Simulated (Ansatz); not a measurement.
## Several settings converged on TlIO3 (R3m, 5 atoms in the cell)

```xyz
5
Lattice="3.1602 1.8246 2.6634 -3.1602 1.8246 2.6634 0.0000 -3.6491 2.6634" Properties=species:S:1:pos:R:3 pbc="T T T"
Tl     0.0000     0.0000     0.0699
I      0.0000     0.0000     4.0100
O      1.3949     0.8053     4.8662
O     -1.3949     0.8053     4.8662
O      0.0000    -1.6107     4.8662
```

Base method: LDA (PW92), default PAW files made with PBE (plane waves; Ansatz, a program for electronic structure).

Base settings: basis.ecutwfc = 420 eV; kpoints.mp_grid.grid = 6 6 6; hamiltonian.xc = lda; hamiltonian.pseudopotentials = {kind: paw} (the program's default PAW files); scf.occupations.method = fermi_dirac; scf.occupations.width = 0.02 eV.

Core times come from one kind of shared machine, to one figure; runs under 30 s give none.

**Zone-centre phonons against the cutoff**

In this ladder: scf.occupations.method = fixed; scf.occupations.width = default; phonons.method = dfpt; phonons.dielectric = true; phonons.rigid_motions = translations.

The mesh stays at the base's, so the ladder's end is converged at best in this setting alone.

Frequencies are those of the unrelaxed cell, without the LO-TO term of polar crystals.

Only quantities that move along the ladder and can be compared are tabulated.

ε∞ and Born charges come from denser meshes that the program picks itself.

```tsv
basis.ecutwfc	highest zone-centre frequency (cm⁻¹)	lowest optical frequency (cm⁻¹)	largest Born charge (mean of the diagonal) (e)	mean ε∞	core time / last (rough)
210 eV	616.9	45.7	3.815	4.652	0.8
295 eV	719.2	-16.6	4.017	4.715	0.6
355 eV	720.0	-18.8	4.020	4.710	0.8
420 eV	721.5	-19.1	4.019	4.710	0.9
505 eV	721.1	-19.0	4.019	4.710	1
```

Coarsest basis.ecutwfc that holds the highest zone-centre frequency within 5 cm⁻¹ of the last step, with all finer ones: 295 eV; the step before is off by 100 cm⁻¹.

Coarsest basis.ecutwfc that holds the lowest optical frequency within 1 cm⁻¹ of the last step, with all finer ones: 355 eV; the step before is off by 2.4 cm⁻¹.

Coarsest basis.ecutwfc that holds the mean ε∞ within 0.05 of the last step, with all finer ones: 295 eV; the step before is off by 0.058.

**The force threshold of a relaxation**

On TlIO3 (R3m, 5 atoms in the cell): one atom moved by 0.15 angstrom.

In this ladder: relax = atoms.

The mesh stays at the base's, so the ladder's end is converged at best in this setting alone.

Only quantities that move along the ladder and can be compared are tabulated.

```tsv
relax.f_tol	free energy less the last step's (meV/atom)	largest force left (eV/Å)	relaxation steps
0.2 eV/Å	0.55	0.1700	2
0.05 eV/Å	0.00	0.0327	4
0.02 eV/Å	0.00	0.0029	4
0.005 eV/Å	0.00	0.0029	5
0.001 eV/Å	0.00	0.0003	5
```

Coarsest relax.f_tol that holds the largest force left within 0.02 eV/Å of the last step, with all finer ones: 0.02 eV/Å; the step before is off by 0.032 eV/Å.

Coarsest relax.f_tol that holds the free energy within 0.2 meV/atom of the last step, with all finer ones: 0.05 eV/Å; the step before is off by 0.55 meV/atom.

On the base run: the starting cell comes from a database of computed structures (which also holds hypothetical and non-ambient phases and stackings), without a prior relaxation at this level. Its lattice was rescaled by up to half a per cent. In the base run, with a pressure of about -3 GPa the cell is away from its equilibrium volume at this level.

Keys are those of Ansatz 0.2.
